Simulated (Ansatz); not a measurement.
The starting structures come from a database of crystals and need not be the phases stable at ambient conditions.

 Where the default PAW files enter, the runs use the earlier of Ansatz's two default sets.

Evanescent states of GaBO3 (R-3c, not sure to be the ambient phase, 10 atoms a cell, 8.6 Å³ an atom) along the normal of (001)

Calculation: PBEsol (plane waves, PAW; Ansatz, a program for electronic structure).

The gap is the functional's own, uncorrected, and κ follows it; spin-orbit coupling is left out. Mid-gap values are interpolated between the computed energies.

Energies count from the valence-band top; κ is the least over a 12×12 mesh across the current.

```csv
E (eV),κ (1/Å),where
0.10,0.245,off Γ
0.30,0.345,Γ
0.50,0.363,Γ
0.70,0.379,Γ
0.90,0.392,Γ
1.10,0.403,Γ
1.30,0.412,Γ
1.50,0.419,Γ
1.70,0.424,Γ
1.90,0.427,Γ
2.10,0.429,Γ
2.30,0.428,Γ
2.50,0.426,Γ
2.70,0.422,Γ
2.90,0.415,Γ
3.10,0.405,Γ
3.30,0.392,Γ
3.50,0.373,Γ
3.70,0.344,Γ
3.90,0.297,Γ
4.10,0.186,Γ
```

**Question.** How thick must the barrier be to attenuate the transmission by 10^8 when the electrodes' Fermi level lies at 1.10 eV, and what attenuation does that film give at 1.50 eV?

**Answer.** d = 8 ln 10 / (2 × 0.403) = 22.9 Å. At 1.50 eV it gives 8 × 0.419/0.403 = 8.3 decades.
